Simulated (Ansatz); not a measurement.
**Effect of pressure 4.2 GPa on PbSe**

The reference is PbSe in the rock salt structure (space group Fm-3m, No. 225; a = 6.218 Å).

The change: cell and atoms relaxed at a pressure of 4.2 GPa.

Method: plane-wave PAW DFT at the PBE level (Ansatz, an electronic-structure program, 420 eV), without spin-orbit coupling, earlier PAW set. k-mesh 9×9×9 (Γ-centred); smearing 0.05 eV (Fermi–Dirac).

The volume per atom shrinks by 2.21 Å³, from 30.05 Å³ to 27.84 Å³ and the lattice parameter a decreases by 0.1562 Å, from 6.218 Å to 6.061 Å. The shortest interatomic distance drops by 0.078 Å (3.109 Å → 3.031 Å) and the enthalpy H = E + PV relative to the base's energy amounts to +0.76 eV/atom. The band gap shrinks by 0.25 eV, from 0.44 eV to 0.19 eV and the gap character remains direct at L. The mean gap deformation potential ΔEg/Δln V comes out as +3.3 eV and the width of the top valence band rises by 0.54 eV (2.91 eV → 3.45 eV). The electron mass goes from 0.15 mₑ along k, 0.12 mₑ across (at L) to 0.073 mₑ along k, 0.12 mₑ across (at L) and the hole mass goes from 0.19 mₑ along k, 0.12 mₑ across (at L) to 0.080 mₑ along k, 0.090 mₑ across (at L). The valley order (the lowest conduction-band minima on the path, energy above the VBM, named in the base's zone) becomes L along ⟨111⟩ 0.19 eV; a point along ⟨110⟩, about 0.6 Å⁻¹ from Γ 1.06 eV (base: L along ⟨111⟩ 0.44 eV; a point along ⟨110⟩, about 0.6 Å⁻¹ from Γ 1.23 eV).

With Pb present, leaving out spin-orbit coupling can change the band edges. Load acts through the strain it causes; cell and atoms are relaxed under it. Masses are band curvatures over ±0.01 Å⁻¹ around the edge. Along k means along the line from Γ to the band edge. Stability against distortions was not tested. The zero or small gap of PbSe under pressure 4.2 GPa can change with the level of theory.
